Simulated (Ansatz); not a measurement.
Take ZnS in the wurtzite structure (space group P6_3mc, No. 186) as the base.

```
ZnS
1.0
    3.73826     0.00000     0.00000
   -1.86913     3.23743     0.00000
    0.00000     0.00000     6.14288
Zn S
2 2
Direct
  0.33333   0.66667   0.00059
  0.66667   0.33333   0.50059
  0.33333   0.66667   0.37441
  0.66667   0.33333   0.87441
```

Calculations: DFT with LDA, PAW potentials and a 420 eV plane-wave cutoff in Ansatz (an electronic-structure program), spin-orbit coupling left out.

Before the change:

| Quantity | Value |
|---|---|
| Pressure | 0.0 kbar |
| Gap character | direct at Γ |

Perturbation: every lattice vector is stretched by 0.60 %, atoms relaxed at fixed cell.

Estimate the effect on the pressure, mean gap deformation potential ΔEg/Δln V, energy relative to the base and gap character.

The pressure (mean of the normal stresses, compression positive) goes from zero to -14.9 kbar; the mean gap deformation potential ΔEg/Δln V amounts to -4.6 eV; the energy rises by 1.6 meV/atom; the gap character is still direct at Γ.

The cells carry an imposed strain or load. No phonon test of stability was made.
